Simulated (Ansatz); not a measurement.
Response to strain in TiRh3

Take TiRh3 in the Cu3Au type structure (space group Pm-3m, No. 221; relaxed with 0.1 eV smearing) as the base.

```yaml
crystal:
  lattice:
    - [3.80074, 0.00000, 0.00000]
    - [0.00000, 3.80074, 0.00000]
    - [0.00000, 0.00000, 3.80074]
  atoms:
    - { symbol: Ti, position: [0.00000, 0.00000, 0.00000] }
    - { symbol: Rh, position: [0.50000, 0.50000, 0.00000] }
    - { symbol: Rh, position: [0.00000, 0.50000, 0.50000] }
    - { symbol: Rh, position: [0.50000, 0.00000, 0.50000] }
```

Cartesian axes are those of the cell as printed.

Strains are applied to the cell and any free atomic positions relax; under biaxial strain the out-of-plane vector relaxes too.

Method: PBEsol (Ansatz, a program for electronic structure), no spin-orbit coupling.

Candidates:
(a) biaxial strain +1.58 %, plane normal [001], relaxed out of plane
(b) biaxial strain +2.44 %, plane normal [111], relaxed out of plane
(c) isotropic strain +4.35 %

Notes on the quantities. energy relative to the base: free energy F.

Task: Order them by energy relative to the base, highest first.

Result: (c) isotropic strain +4.35 % (+160 meV/atom), (b) biaxial strain +2.44 %, plane normal [111], relaxed out of plane (+27 meV/atom), (a) biaxial strain +1.58 %, plane normal [001], relaxed out of plane (+7.6 meV/atom)

No phonon test of stability was made. All final runs are without spin polarisation.
